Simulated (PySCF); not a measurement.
PySCF 2.14.0, unrestricted PBE0/def2-svp, df: Cu(OH)(SH)(OH2)2 ([OH][Cu](<-[OH2])(<-[OH2])[SH]), charge 0, multiplicity 2, 11 atoms. The geometry is a generated start, not checked to be a minimum at this level.

* **task**: energy
* **method**: pbe0
* **basis**: def2-svp
* **two-electron scheme**: density fitting
* **mol.max_memory**: 3000 MB
* **mf.max_cycle**: 100
* **mf.diis_space**: 8 (default)
* **mf.conv_tol**: 1e-09 (default)
* **mf.grids.level**: 3 (default)
* **basis functions**: 121
* **grid points**: 140616

```xyz
11

Cu     0.4169     0.0456    -0.4666
O      1.6144    -1.2129    -0.0870
H      2.5069    -1.0189    -0.3682
S      0.8490     2.0757     0.4786
H      1.8594     1.7014     1.2421
O     -1.2022     0.6541    -1.4954
H     -1.2690     1.6013    -1.3068
H     -1.9170     0.2021    -1.0250
O     -1.1826    -1.1829     0.7473
H     -1.0190    -0.8817     1.6466
H     -0.6568    -1.9839     0.6345
```

Charge 0 and multiplicity 2 are set for this test and not shown to be the ground state.

With the defaults (mf.DIIS = CDIIS, mf.diis = true, mf.level_shift = 0, mf.damp = 0, mf.diis_start_cycle = 1, mf.init_guess = minao) it converges in 21 Fock builds. One run each on 2 threads, 1 BLAS thread, with these changes:
- mf.level_shift = 0.3 Hartree
- mf.init_guess = mod_huckel
- mf.diis = false
- mf.init_guess = huckel
- mf.damp = 0.3, mf.diis_start_cycle = 4
- mf.level_shift = 1 Hartree
- mf.DIIS = ADIIS
- mf.DIIS = EDIIS
- mf.diis = false, mf.damp = 0.7, mf.diis_start_cycle = 999

**Question.** Name the settings that don't reach the solution of the defaults.

**Answer.** No convergence: mf.DIIS = EDIIS; mf.diis = false (the run ends without SCF convergence in 100 cycles). The rest reach the solution of the defaults.

```
setting                                                    Fock builds             end
---------------------------------------------------------  -----------  --------------
the defaults                                                        21   same solution
mf.init_guess = huckel                                              26   same solution
mf.init_guess = mod_huckel                                          26   same solution
mf.level_shift = 0.3 Hartree                                        35   same solution
mf.damp = 0.3, mf.diis_start_cycle = 4                              36   same solution
mf.DIIS = ADIIS                                                     44   same solution
mf.diis = false, mf.damp = 0.7, mf.diis_start_cycle = 999           61   same solution
mf.level_shift = 1 Hartree                                          69   same solution
mf.DIIS = EDIIS                                                    101  no convergence
mf.diis = false                                                    101  no convergence
```
